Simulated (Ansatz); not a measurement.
Be (model structure, started from the diamond type, Fd-3m, No. 227, 2 atoms in the cell): properties by level of theory

```
level (code)     equilibrium lattice constant a (Å)  cohesive energy (eV/atom)
---------------  ----------------------------------  -------------------------
LDA (Ansatz)                                  4.825                       2.48
PBE (Ansatz)                                  4.898                       2.09
PBEsol (Ansatz)                               4.875                       2.29
r²SCAN (Ansatz)                               4.930                       2.08
```

Ansatz's density-functional and Hartree–Fock values are scalar-relativistic unless marked +SOC, with PAW data made under PBE.

Free atoms are spin-polarised, in the lowest state found; at levels without +SOC their spin–orbit coupling is left out.

Static lattice: no zero-point or thermal effects.

A model structure was made by putting elements into a prototype or built by hand; it is no filed structure, need not be a known phase, and can be a saddle point held by its symmetry.

Ansatz is a first-principles code.
